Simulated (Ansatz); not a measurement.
Electron-phonon data for Pb (Fm-3m)

Here is the system:

```yaml
crystal:
  lattice:
    - [0.00000, 2.47107, 2.47107]
    - [2.47107, 0.00000, 2.47107]
    - [2.47107, 2.47107, 0.00000]
  atoms:
    - { symbol: Pb, position: [0.00000, 0.00000, 0.00000] }
```

Calculation: PBEsol, DFPT electron-phonon coupling, linearised Boltzmann equation (plane waves, PAW, scalar-relativistic; Ansatz, a program for electronic structure). Cell: relaxed with this functional, without spin-orbit coupling.

```yaml
resistivity at 300 K: 11.5 μΩ·cm
resistivity at 77 K: 2.8 μΩ·cm
electron mean free path at 300 K (weighted by the current that each state carries): 7.7 nm
resistivity times mean free path for one path shared by all states (from the Fermi surface's area): 8.0 ×10⁻¹⁶ Ω·m²
electron-phonon coupling λ: 1.08
transport coupling λ_tr: 0.90
logarithmic_mean_phonon_energy: 5.4 meV
density of states at the Fermi level: 0.25 states/(eV·spin·cell)
drude_plasma_energy: 9.5 eV
Hall coefficient at 300 K: 5.8 ×10⁻¹¹ m³/C
Tc for μ* = 0.10 (anisotropic Eliashberg): 5.3 K
Tc for μ* = 0.13 (anisotropic Eliashberg): 4.5 K
```

A metal at this level (no band gap). Only scattering by harmonic phonons is included (no impurities, grain boundaries, electron-electron scattering or thermal expansion). Spin-orbit coupling is left out, which matters with elements this heavy. The self-energy correction of the phonons between q points moved λ by 3 %. The run warned that the eigensolver left some states short of its tolerance. Halving the electron mesh (28x28x28) moves the resistivity by up to 2 % at 300 K, the mean free path by up to 1 %, the coupling by up to 1 %, Tc by up to 1 %. Smearing 0.20 eV; phonons on a 5x5x5 q mesh, which this run doesn't test and which matters most at low temperature. Tc comes from the anisotropic Migdal-Eliashberg equations with μ*, a chosen number, referred to 6.1 meV.
